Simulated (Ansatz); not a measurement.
Na: energy against strain

Na (bcc, Im-3m, 36.346 Å³/atom at rest) under an equal strain ε in the (001) plane with the normal axis free, as in a coherent film. PBEsol in Ansatz, a plane-wave DFT program (PAW, default set), 420 eV, 22×22×22 Γ-centred mesh, Fermi-Dirac smearing 0.10 eV; ions are relaxed within the symmetry of each cell.

Here s stands for strain and y for E less E0.

| strain (%) | E less E0 (meV/atom) |
|---|---|
| -3.00 | ? |
| -1.50 | 0.21 |
| -1.00 | 0.10 |
| -0.50 | 0.02 |
| 0.00 | 0.00 |
| 0.50 | 0.04 |
| 1.00 | 0.14 |
| 1.50 | 0.30 |

Q: Fit y against s with a parabola, and predict the withheld value at s = -3.00.

A: Least squares gives y = 0.003 + 0.0264·s + 0.1129·s². Residuals (row less fit): -0.007, 0.011, 0.002, -0.003, -0.004, -0.002, 0.003; standard error 0.007 (degrees of freedom: 4). Twice the quadratic coefficient over the volume, 2 × 0.1129 meV × 10⁴ × 0.1602 / 36.346 Å³, is twice the biaxial elastic modulus of this plane = 10.0 ± 0.3 GPa. At the withheld row, y = 0.003 + 0.0264 × (-3.0) + 0.1129 × (-3.0)² = 0.940 meV/atom. The calculation gives 0.54 meV/atom, 0.400 meV/atom below the prediction (74.1 % of the range of y in the table). The row lies outside the fitted rows, so this is an extrapolation. From the scatter of the fitted rows alone, a prediction at this place has a standard error of 0.028 meV/atom, so the miss is 14.3 times that.

One order more, fitted to all 13 runs of the series, follows each within 0.03, so the miss is the next term of a smooth law. In a metal these values are sensitive to mesh and smearing; energies are taken to zero smearing, stresses follow the free energy. Rows are the converged runs of the series near zero and its far end; series whose fitted rows scatter by over a few per cent of the range, as at a crossing or softening among them, aren't shown in this form. Most that stay on the fit to the last digits aren't either.
